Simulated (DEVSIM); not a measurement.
System: abrupt Si n-p junction, at 300 K.

Layer 1 from the left is Si, thickness (μm) 49.0, Nd (cm⁻³) 7.6e18, τn (s) 0.00071, τp (s) 0.0071. Layer 2 from the left is Si, thickness (μm) 170, Na (cm⁻³) 3.1e16, τn (s) 0.00071, τp (s) 0.00071.

Left contact: ohmic. Right contact: ohmic. Voltage is applied to the left contact. Recombination: SRH at mid-gap, radiative. Mobility is constant in doping.

Constants are typed, rounded textbook-type inputs, not results; the design itself was drawn at random and stands for no fabricated device. Values at 300 K.

Si: gap (eV) 1.124, affinity (eV) 4.05, permittivity 11.7, Nc (cm⁻³) 2.86e19, Nv (cm⁻³) 3.1e19, μn (cm²/Vs) 1417, μp (cm²/Vs) 470, B (cm³/s) 4.7e-15.

**Question.** Estimate by hand the built-in potential, the peak field at zero bias, the capacitance at 1.5 V, and compare with a numerical solution.

**Answer.** 
- Built-in potential: ni = √(Nc Nv) exp(−Eg/2kT) = 1.08e10 cm⁻³ with Eg = 1.124 eV; Vbi = kT/q ln(Na Nd/ni²) = 0.911 V; numerical 0.911 V.
- Peak field at zero bias: depletion approximation: W = √(2εVbi/(qN)) = 0.195 μm with N = 3.09e16 cm⁻³; field = 2Vbi/W = 93300 V/cm; numerical 165000 V/cm (estimate below by 44 %).
- Capacitance at 1.5 V: C = √(qεN / 2(Vbi + |V|)) = 32.6 nF/cm²; numerical 33.1 nF/cm² (estimate below by 1.6 %).

Simulated with DEVSIM: 1D drift-diffusion, Boltzmann statistics, complete ionisation; no tunnelling, impact ionisation, image-force lowering or self-heating.
